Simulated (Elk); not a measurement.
A self-consistent single point of YbP₂Ru₂ (I4/mmm, 5 atoms in the cell) with Elk.

Method of the run: Elk 10.2.4 with LDA (PW92), spin-orbit coupling in second variation, all-electron FP-LAPW, Elk's shipped species files, default APW+lo basis.

```
Yb(PRu)2
1.0
   -2.03422     2.03422     4.80540
    2.03422    -2.03422     4.80540
    2.03422     2.03422    -4.80540
Yb P Ru
1 2 2
Direct
  0.00000   0.00000   0.00000
  0.36990   0.36990   0.00000
  0.63010   0.63010   0.00000
  0.25000   0.75000   0.50000
  0.75000   0.25000   0.50000
```

Reference input (self-consistent single point, DFT, LDA (PW92), all-electron FP-LAPW, Elk's shipped species files, default APW+lo basis): swidth = 0.00367493 Ha; ngridk = 7 7 7; maxscl = 100. This run's input differs from it in these lines:

```diff
@@ -2,2 +2,11 @@
   0
+
+spinorb
+  .true.
+
+lmaxi
+  3
+
+nempty
+  10
```

The program printed (abridged):

```
│ Self-consistent loop started │
│ Loop number : 1 │
 total energy                :     -23367.8815598
 total moment                :  -0.1991778384E-19  0.8056001750E-22  0.5931074423E-21
│ Loop number : 2 │
 total energy                :     -23540.7393031
 total moment                :  -0.6623776648E-20 -0.2596519251E-20 -0.2502619154E-21
RMS change in Kohn-Sham potential (target) :    1.337952200     (  0.1000000000E-05)
Absolute change in total energy (target)   :    172.8577434     (  0.1000000000E-03)
│ Loop number : 3 │
 total energy                :     -23844.7724046
   [... lines left out ...]
 total energy                :     -23804.3885598
 total moment                :  -0.1534273109E-19 -0.1197612682E-22 -0.1196179434E-20
RMS change in Kohn-Sham potential (target) :   0.9471530536E-07 (  0.1000000000E-05)
Absolute change in total energy (target)   :   0.2992879599E-03 (  0.1000000000E-03)
│ Loop number : 23 │
 total energy                :     -23804.3885359
 total moment                :  -0.1114274809E-18 -0.8558401902E-22  0.5744833905E-22
RMS change in Kohn-Sham potential (target) :   0.3805963591E-07 (  0.1000000000E-05)
Absolute change in total energy (target)   :   0.9872917872E-04 (  0.1000000000E-03)
Convergence targets achieved

│ Loop number : 24 │

Energies :
 Fermi                       :     0.382660676157
 xc effective B-field        :    -0.529315946922E-09
 external B-field            :      0.00000000000
 total energy                :     -23804.3885432
 (external B-field energy excluded from total)

Density of states at Fermi energy :    101.4592813
 (states/Hartree/unit cell)

Estimated indirect band gap :   0.2593116914E-02
 from k-point     19 to k-point     30
Estimated direct band gap   :   0.1404166896E-01
 at k-point     30

Charges :
 core                        :    122.0000000
 valence                     :    66.00000000
 interstitial                :    9.000396194
 muffin-tins (core leakage)
  species :    1 (Yb)
   atom    1                 :    68.41117094     (  0.1101099173E-05)
  species :    2 (P)
   [... lines left out ...]
  species :    3 (Ru)
   atom    1                 :  -0.1918904617E-19  0.4662647263E-26 -0.2255737065E-34
   atom    2                 :  -0.1918904617E-19  0.4662647263E-26 -0.2255737065E-34
 total in muffin-tins        :  -0.7840751312E-19 -0.1809838758E-22  0.6030391879E-22
 total moment                :  -0.7834499556E-19 -0.4528202056E-22  0.6572146822E-22

│ Self-consistent loop stopped │
```

The run converged in 24 iterations. The count includes the last loop, which Elk runs after its targets are met. 

The starting cell comes from a database of computed structures (which also holds hypothetical and non-ambient phases and stackings), without a prior relaxation at this level. The f electrons are in the valence without U or exact exchange, which can misplace them near the Fermi level. Values depend on the basis (sphere radii, cutoffs, local orbitals), which need not be converged. The log's line on a gap gives a spacing of levels on this mesh, which the program prints for metals too.

Cost on one core of a shared machine: roughly 3 min.
